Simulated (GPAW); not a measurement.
Worked example: self-consistent single point of W (Im-3m, 1 atom in the cell) in GPAW.

Computed with PBE, GPAW PAW datasets PBE (gpaw-data 1.0.1) (plane waves; GPAW 25.7.0).

The change in words: lattice scaled by 0.98; kpts: 13 13 13 → 17 17 17. Reference geometry:
```
W
1.0
   -1.57210     1.57210     1.57210
    1.57210    -1.57210     1.57210
    1.57210     1.57210    -1.57210
W
1
Direct
  0.00000   0.00000   0.00000
```

Reference input (self-consistent single point, DFT PBE, plane waves, GPAW PAW datasets PBE (gpaw-data 1.0.1)): mode = pw; ecut = 600 eV; xc = PBE; kpts = 13 13 13; mesh shift (steps) = 0 0 0; occupations.name = fermi-dirac; occupations.width = 0.1 eV; nbands = -5; symmetry.symmorphic = false; symmetry.tolerance = 0.0005; maxiter = 120. This run's input differs from it in these lines:

```diff
@@ -5,5 +5,5 @@
 atoms = Atoms(['W'],
-              cell=[[-1.572100, 1.572100, 1.572100],
-                    [1.572100, -1.572100, 1.572100],
-                    [1.572100, 1.572100, -1.572100]],
+              cell=[[-1.540658, 1.540658, 1.540658],
+                    [1.540658, -1.540658, 1.540658],
+                    [1.540658, 1.540658, -1.540658]],
               scaled_positions=[[0.000000, 0.000000, 0.000000]],
@@ -13,3 +13,3 @@
             xc='PBE',
-            kpts=(13, 13, 13),
+            kpts=(17, 17, 17),
             occupations=FermiDirac(0.1),
```

Output, abridged:

```
     iter     time        total  log10-change:
                         energy   eigst   dens
iter:   1 --:--:--   -11.615717
iter:   2 --:--:--   -11.592275   -1.70  -1.33
iter:   3 --:--:--   -11.517994   -1.25  -1.35
iter:   4 --:--:--   -11.476055   -3.58  -1.81
iter:   5 --:--:--   -11.427809   -2.45  -1.95
iter:   6 --:--:--   -11.427429   -3.55  -2.61
iter:   7 --:--:--   -11.427390c  -5.88  -3.56
iter:   8 --:--:--   -11.427390c  -6.64  -3.94
iter:   9 --:--:--   -11.427390c  -9.24c -4.51c
Converged after 9 iterations.

Dipole moment: (-0.000000, 0.000000, 0.000000) |e|*Ang

Energy contributions relative to reference atoms: (reference = -438771.671655)

Kinetic:        +20.949729
Potential:      -20.470759
External:        +0.000000
XC:             -11.887721
Entropy (-ST):   -0.015702
Local:           -0.010787
SIC:             +0.000000
--------------------------
Free energy:    -11.435241
Extrapolated:   -11.427390

Showing only first 2 kpts
 Kpt  Band  Eigenvalues  Occupancy
  0     5     14.71933    2.00000
  0     6     14.71933    2.00000
  0     7     14.71933    2.00000
  0     8     18.51706    0.00000

  1     5     14.60361    2.00000
  1     6     14.69311    2.00000
  1     7     14.89932    1.99999
  1     8     18.32518    0.00000

Fermi level: 16.15025

No gap
No difference between direct/indirect transitions
Energy (eV): -11.42739

Forces in eV/Ang:
  0 W    -0.00000   -0.00000    0.00000

Stress tensor:
    -0.224102     0.000000     0.000000
     0.000000    -0.224102    -0.000000
     0.000000    -0.000000    -0.224102
Stress (GPa, Voigt): [-35.9051 -35.9051 -35.9051  -0.       0.       0.    ]
```

The run converged in 9 iterations. GPAW prints stress with tension positive. Against the reference run the free energy goes up by 144 meV/atom and the pressure goes from 11.78 to 35.91 GPa.

The starting cell has typed, rounded lattice constants, without a prior relaxation at this level. Its lattice was rescaled by up to half a per cent. For this run, on top of that: lattice scaled by 0.98. Spin polarisation is off. With a pressure of about 36 GPa the cell is away from its equilibrium volume at this level.
